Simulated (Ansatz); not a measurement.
**A computed series for Mo: response to strain**

The parent structure is Mo in the bcc (W type) structure (space group Im-3m, No. 229; relaxed with 0.1 eV smearing).

```xyz
1
Lattice="-1.5558 1.5558 1.5558 1.5558 -1.5558 1.5558 1.5558 1.5558 -1.5558" Properties=species:S:1:pos:R:3 pbc="T T T"
Mo     0.0000     0.0000     0.0000
```

Cartesian axes are those of the cell as printed.

Strains are applied to the cell and any free atomic positions relax.

All numbers come from plane-wave PAW DFT at the LDA level (Ansatz, a quantum-chemistry and plane-wave program, 420 eV), no spin-orbit coupling.

Candidates:
(a) uniaxial strain ε_zz = −3.00 %
(b) uniaxial strain ε_zz = −2.00 %
(c) uniaxial strain ε_zz = +2.00 %

Notes on the quantities. energy relative to the base: free energy F.

Question: Order them by energy relative to the base, lowest first.

Answer: (c) uniaxial strain ε_zz = +2.00 % (+9.3 meV/atom), (b) uniaxial strain ε_zz = −2.00 % (+10 meV/atom), (a) uniaxial strain ε_zz = −3.00 % (+23 meV/atom)

Stability against distortions was not tested. All final runs are without spin polarisation.
